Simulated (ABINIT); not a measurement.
## Short convergence ladders for Cu (Fm-3m, 1 atom in the cell)

```yaml
crystal:
  lattice:
    - [0.00000, 1.81042, 1.81042]
    - [1.81042, 0.00000, 1.81042]
    - [1.81042, 1.81042, 0.00000]
  atoms:
    - { symbol: Cu, position: [0.00000, 0.00000, 0.00000] }
```

Base method: PBE, PAW (JTH v2.0 PBE PAW) (plane waves; ABINIT).

Base settings: pseudos = [Cu.GGA_PBE-JTH.xml]; ecut = 816 eV; pawecutdg = 1633 eV; pawxcdev = 0; occopt = 7; tsmear = 0.00367493 Ha; ngkpt = 6 6 6; nshiftk = 1; shiftk = 0 0 0; potentials = JTH v2.0 PBE PAW.

The count of work is k-points × plane waves × bands × iterations; it is no time. Core times come from one kind of shared machine, to one figure; runs under 30 s give none.

**The cutoff for other potential files**

Level: DFT, PBE, plane waves, norm-conserving pseudopotentials (PseudoDojo nc-sr-05 PBE standard).

In this ladder: pseudos = [Cu.upf]; pawecutdg = default; pawxcdev = default; potentials = PseudoDojo nc-sr-05 PBE standard.

The second cell is the first with its lattice scaled by 0.98.

The mesh stays at the base's, so the ladder's end is converged at best in this setting alone.

Only quantities that move along the ladder and can be compared are tabulated.

| ecut | free energy less the last step's (meV/atom) | energy of the compressed cell less the first (meV/atom) | pressure (GPa) | count of work / last |
|---|---|---|---|---|
| 571 eV | 49634.59 | -842.69 | -2340.73 | 0.12 |
| 680 eV | 16681.06 | 384.37 | -1107.99 | 0.14 |
| 871 eV | 1476.54 | 18.97 | -170.42 | 0.21 |
| 1061 eV | 50.30 | 29.76 | -8.38 | 0.28 |
| 1252 eV | 1.12 | 30.65 | 1.96 | 0.36 |
| 1497 eV | 0.58 | 30.64 | 1.97 | 0.46 |
| 1878 eV | 0.33 | 30.63 | 1.98 | 0.72 |
| 2503 eV | 0.00 | 30.63 | 1.99 | 1.0 |

Coarsest ecut that holds the free energy within 5 meV/atom of the last step, with all finer ones: 1252 eV, at 0.36 of the last step's count of work; the step before is off by 50 meV/atom.

Coarsest ecut that holds the pressure within 1 GPa of the last step, with all finer ones: 1252 eV, at 0.36 of the last step's count of work; the step before is off by 10 GPa.

Coarsest ecut that holds the energy of the compressed cell less the first within 0.5 meV/atom of the last step, with all finer ones: 1252 eV, at 0.36 of the last step's count of work; the step before is off by 0.87 meV/atom.

The energy difference between the two cells stays within 1 meV/atom of the last step's from 1061 eV on, the total only from 1497 eV on: much of the error is common to both cells and cancels.

At the lowest cutoff the pressure lies 2340 GPa under the last step's, the usual sign of Pulay stress in an incomplete plane-wave basis.

**The density cutoff**

The second cell is the first with its lattice scaled by 0.98.

The mesh stays at the base's, so the ladder's end is converged at best in this setting alone.

Only quantities that move along the ladder and can be compared are tabulated.

| pawecutdg | energy of the compressed cell less the first (meV/atom) | pressure (GPa) |
|---|---|---|
| 816 eV | 30.17 | 1.62 |
| 1020 eV | 30.94 | 1.62 |
| 1225 eV | 30.94 | 1.60 |
| 1633 eV | 30.73 | 1.54 |
| 2041 eV | 30.65 | 1.49 |
| 3265 eV | 30.66 | 1.54 |

Coarsest pawecutdg that holds the energy of the compressed cell less the first within 0.2 meV/atom of the last step, with all finer ones: 1633 eV; the step before is off by 0.28 meV/atom.

**The relaxed cell against the cutoff**

In this ladder: ionmov = 3; ntime = 40; tolmxf = 5e-05 Ha/bohr; optcell = 2; dilatmx = 1.08; ecutsm = 0.5 Ha. Moved along: pawecutdg.

The mesh stays at the base's, so the ladder's end is converged at best in this setting alone.

Only quantities that move along the ladder and can be compared are tabulated.

| ecut | relaxed volume (Å³/atom) | relaxation steps | core time / last (rough) |
|---|---|---|---|
| 408 eV | 12.036 | 4 | – |
| 490 eV | 12.125 | 5 | – |
| 571 eV | 12.015 | 4 | – |
| 707 eV | 12.045 | 4 | – |
| 816 eV | 12.040 | 4 | 0.5 |
| 980 eV | 12.042 | 4 | 0.5 |
| 1225 eV | 12.043 | 4 | 0.5 |
| 1633 eV | 12.041 | 4 | 1 |

Coarsest ecut that holds the relaxed volume within 0.012 Å³/atom of the last step, with all finer ones: 707 eV; the step before is off by 0.026 Å³/atom.

On the base run: the starting cell has typed, rounded lattice constants, without a prior relaxation at this level. Its lattice was rescaled by up to half a per cent. Spin polarisation is off. Without a gap this mesh is coarse (it stands for a supercell whose shortest vector is 15 Å).
